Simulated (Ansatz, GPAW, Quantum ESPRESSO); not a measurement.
## YGe2 (I4_1/amd, 6 atoms in the cell) computed with different codes at matched settings

Self-consistent single point.

```
CELL_PARAMETERS angstrom
     -2.02189     2.02189     8.42769
      2.02189    -2.02189     8.42769
      2.02189     2.02189    -8.42769
ATOMIC_POSITIONS crystal
  Y  0.50000 0.50000 0.00000
  Y  0.25000 0.75000 0.50000
  Ge 0.82799 0.32799 0.50000
  Ge 0.07799 0.07799 0.00000
  Ge 0.92201 0.92201 0.00000
  Ge 0.67201 0.17201 0.50000
```

Shared settings, as Ansatz (a program for electronic structure) writes them: kpoints.mp_grid.grid = 5 5 5; scf.occupations.method = fermi_dirac; scf.occupations.width = 0.1 eV. Potentials and cutoffs stand in the table.

| code | model | pressure (GPa) | largest force (eV/Å) | cutoff |
|---|---|---|---|---|
| Quantum ESPRESSO | LDA (PZ), PSlibrary PAW (LDA) pseudopotentials | -7.27 | 0.083 | 45 Ry |
| Ansatz | LDA (PW92), PAW files made with PBE | -7.39 | 0.070 | default |
| GPAW | LDA (Perdew-Wang 92), GPAW PAW datasets LDA (gpaw-data 1.0.1) | -7.38 | 0.090 | 550 eV |

The spread over the programs that give each value: pressure within 0.12 GPa; largest force within 0.020 eV/Å.

Ansatz's pressure is given at a fixed set of plane waves, as the other plane-wave codes print theirs. The same LDA comes in different parametrisations, which differ slightly.

The starting cell comes from a database of computed structures (which also holds hypothetical and non-ambient phases and stackings), without a prior relaxation at this level. Its lattice was rescaled by a random factor within 2.5 % of one.

Left out of this page: Elk (not drawn, or without a comparable value).

Keys are those of Ansatz 0.2.
